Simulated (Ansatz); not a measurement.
Hg (R-3m, No. 166, 1 atoms in the cell), treated with PBEsol-D3(BJ) (plane waves, PAW; Ansatz, a quantum-chemistry and plane-wave program).

Run with plane-wave cutoff 520 eV, 20×20×20 k mesh, Fermi–Dirac smearing 0.05 eV, scalar-relativistic PAW data made under PBE.

Equation-of-state points:

```
V (Å³/atom)  E − E_lowest (meV/atom)
-----------  -----------------------
20.976                          6.64
21.413                          1.53
21.850                          0.00
22.287                          1.31
22.724                          4.91
```

### Question
Fit the third-order Birch–Murnaghan equation and give B0 and B′.

### Answer
V0 = 21.851 Å³/atom, B0 = 52.4 GPa, B′ = 10.2 (fit to the energies at full precision).

Shape and atoms are relaxed at each volume.

Note: the relaxation could not lower the start's symmetry, so the cell can be a saddle point above a distorted one; the bulk modulus comes from volumes at which shape and atoms were relaxed.

Spin–orbit coupling is not included; it can shift volumes and moduli of such heavy elements.
